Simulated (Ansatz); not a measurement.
Results of PBEsol (Ansatz, a quantum-chemistry and plane-wave program, PAW) for CsCl-type NaF (model structure).

Settings: plane-wave cutoff 500 eV, 12×12×12 k mesh, gaussian smearing 0.02 eV, scalar-relativistic PAW data made under PBE.

Cell (relaxed at this level):

```
CELL_PARAMETERS angstrom
      2.81664     0.00000     0.00000
      0.00000     2.81664     0.00000
      0.00000     0.00000     2.81664
ATOMIC_POSITIONS crystal
  Na 0.00000 0.00000 0.00000
  F  0.50000 0.50000 0.50000
```

Q: Predict the band gap.

A: 
- band gap = 5.84 eV (on the SCF k mesh)

Note: the relaxation could raise the start's symmetry but not lower it, so the cell can be a saddle point.

A model structure was made by putting elements into a prototype or built by hand; it is no filed structure, need not be a known phase, and can be a saddle point held by its symmetry.
